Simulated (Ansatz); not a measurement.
## Short convergence ladders for Ti3B4 (Imm2, 7 atoms in the cell)

```
Ti3B4
1.0
   -1.51006     1.62176     6.82834
    1.51006    -1.62176     6.82834
    1.51006     1.62176    -6.82834
Ti B
3 4
Direct
  0.18906   0.68906   0.50000
  0.81460   0.31460   0.50000
  0.00000   0.00000   0.00000
  0.36822   0.86822   0.50000
  0.63178   0.13178   0.50000
  0.43567   0.43567   0.00000
  0.56433   0.56433   0.00000
```

Base method: PBEsol, default PAW files made with PBE (plane waves; Ansatz, a quantum-chemistry and plane-wave program).

Base settings: basis.ecutwfc = 30.9 Ry; kpoints.mp_grid.grid = 6 6 6; hamiltonian.xc = pbesol; hamiltonian.pseudopotentials = {kind: paw} (the program's default PAW files); scf.occupations.method = gaussian; scf.occupations.width = 0.0073 Ry.

The count of work is k-points × plane waves × bands × iterations; it is no time. Core times come from one kind of shared machine, to one figure; runs under 30 s give none.

**The cutoff for other potential files**

Level: DFT, PBEsol, plane waves, harder PAW files (source: ansatz) made with PBE.

In this ladder: hamiltonian.pseudopotentials = {kind: paw, source: ansatz}.

The second cell is the first with its lattice scaled by 0.98.

The mesh stays at the base's, so the ladder's end is converged at best in this setting alone.

The first pressure column holds Ansatz's estimate of the finite-basis (Pulay) stress, which hides part of the cutoff error; the other is without it.

Only quantities that move along the ladder and can be compared are tabulated.

| basis.ecutwfc | free energy less the last step's (meV/atom) | energy of the compressed cell less the first (meV/atom) | pressure (GPa) | pressure without the Pulay estimate (GPa) | largest difference of a force vector from the last step's (eV/Å) | count of work / last |
|---|---|---|---|---|---|---|
| 24.6 Ry | 1200.99 | 18.66 | -1.50 | -94.11 | 0.412 | 0.099 |
| 29.8 Ry | 275.15 | 19.70 | -1.69 | -28.47 | 0.088 | 0.14 |
| 38.2 Ry | 16.57 | 22.28 | -1.41 | -3.74 | 0.007 | 0.21 |
| 46.3 Ry | 1.31 | 22.21 | -1.33 | -1.52 | 0.000 | 0.28 |
| 54.4 Ry | 0.31 | 22.26 | -1.32 | -1.33 | 0.000 | 0.35 |
| 65.4 Ry | 0.22 | 22.25 | -1.32 | -1.33 | 0.000 | 0.47 |
| 81.6 Ry | 0.11 | 22.24 | -1.32 | -1.32 | 0.000 | 0.65 |
| 108.8 Ry | 0.00 | 22.23 | -1.32 | -1.33 | 0.000 | 1.0 |

Coarsest basis.ecutwfc that holds the forces within 0.005 eV/Å of the last step, with all finer ones: 46.3 Ry, at 0.28 of the last step's count of work; the step before is off by 0.007 eV/Å.

Coarsest basis.ecutwfc that holds the pressure without the Pulay estimate within 0.1 GPa of the last step, with all finer ones: 54.4 Ry, at 0.35 of the last step's count of work; the step before is off by 0.20 GPa.

Coarsest basis.ecutwfc that holds the energy of the compressed cell less the first within 0.5 meV/atom of the last step, with all finer ones: 38.2 Ry, at 0.21 of the last step's count of work; the step before is off by 2.5 meV/atom.

The energy difference between the two cells stays within 1 meV/atom of the last step's from 38.2 Ry on, the total only from 54.4 Ry on: much of the error is common to both cells and cancels.

At the lowest cutoff the pressure without the Pulay estimate lies 92.8 GPa under the last step's, the usual sign of Pulay stress in an incomplete plane-wave basis.

**The relaxed cell against the cutoff**

On Ti3B4 (Immm, 7 atoms in the cell): atoms on their sites.

In this ladder: relax = cell and atoms.

The mesh stays at the base's, so the ladder's end is converged at best in this setting alone.

Only quantities that move along the ladder and can be compared are tabulated.

```tsv
basis.ecutwfc	relaxed volume (Å³/atom)	relaxation steps	core time / last (rough)
15.4 Ry	9.598	27	1
18.4 Ry	9.618	21	1
21.7 Ry	9.528	10	0.6
26.1 Ry	9.506	8	0.6
30.9 Ry	9.509	5	0.5
37.1 Ry	9.508	5	0.6
46.3 Ry	9.508	5	0.8
61.7 Ry	9.508	5	1
```

Coarsest basis.ecutwfc that holds the relaxed volume within 0.048 Å³/atom of the last step, with all finer ones: 21.7 Ry; the step before is off by 0.11 Å³/atom.

At the lowest cutoff the cell relaxes to a volume 1.0 % larger than at the highest. Ansatz relaxes on a stress corrected for the finite basis.

On the base run: the starting cell comes from a database of computed structures (which also holds hypothetical and non-ambient phases and stackings), without a prior relaxation at this level. Its lattice was rescaled by up to half a per cent. One atom was moved a little off its site on purpose. Spin polarisation is off. Without a gap this mesh is coarse (it stands for a supercell whose shortest vector is 18 Å).

Keys are those of Ansatz 0.2.
